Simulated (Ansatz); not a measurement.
Adsorption energy and surface dipole of F on the 1x1 (0001) surface of hcp Ru, one in a 2x2 cell, started at the site 'hollow Ru-Ru-Ru over Ru at depth 2.1 Å', worked from the runs' numbers; total energies count from the potentials' own zero.

The numbers are results of r2SCAN, at the PBE geometry (plane waves to 500 eV, PAW; Ansatz, an electronic-structure program), not measurements.

Set-up: 17 atoms, 6.3 Å thick at the start under the adsorbate (thin: gaps and levels are the slab's own); mesh 6x6x1; 0.1 eV smearing; dipole correction on; single point; on the structure that PBE left under its start's symmetry; no spin, no spin-orbit, no U, no dispersion correction. At the end it is bonded to 3 Ru. In PBE this state lies 0.09 eV over the lowest of the starts that converged ('bridge Ru-Ru (span 2.7 Å)').

```json
[
 {"quantity": "slab with the adsorbate", "value": "-95052.021 eV"},
 {"quantity": "clean slab, same cell and mesh", "value": "-94242.016 eV"},
 {"quantity": "reference, ½ F2(g)", "value": "-806.853 eV"},
 {"quantity": "area of the cell", "value": "25.66 Å²"},
 {"quantity": "change of the step from the bottom to the top vacuum level", "value": "0.672 eV"}
]
```

Question: What is the adsorption energy against this reference?

Answer: E(slab + adsorbate) − E(slab) − E(reference) = -3.15 eV, so in this state the adsorbate is more stable than in the reference, at a coverage of 3.90 a nm².

Question: What dipole does adsorption add to the slab along the outward normal (Helmholtz relation, ε₀ = 0.005526 e/(V·Å))?

Answer: p = −ε₀·A·ΔV = -0.095 e·Å = -0.46 D; its negative end points to the vacuum, which raises the vacuum level.
